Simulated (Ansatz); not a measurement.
The reference is Nb in the bcc (W type) structure (space group Im-3m, No. 229; relaxed with 0.1 eV smearing).

```xyz
1
Lattice="-1.6557 1.6557 1.6557 1.6557 -1.6557 1.6557 1.6557 1.6557 -1.6557" Properties=species:S:1:pos:R:3 pbc="T T T"
Nb     0.0000     0.0000     0.0000
```

Calculations: PBE (Ansatz, a quantum-chemistry and plane-wave program, PAW, no spin-orbit coupling).

Base values:

- Pressure = 0.0 GPa

It is then changed as follows: every lattice vector is shortened by 0.82 %; the atoms relax in the strained cell.

Task: Estimate the effect on the pressure and energy relative to the base.

Result: The pressure goes from zero to 4.4 GPa; the energy grows by 5.9 meV/atom.

No phonon test of stability was made. All final runs are without spin polarisation.
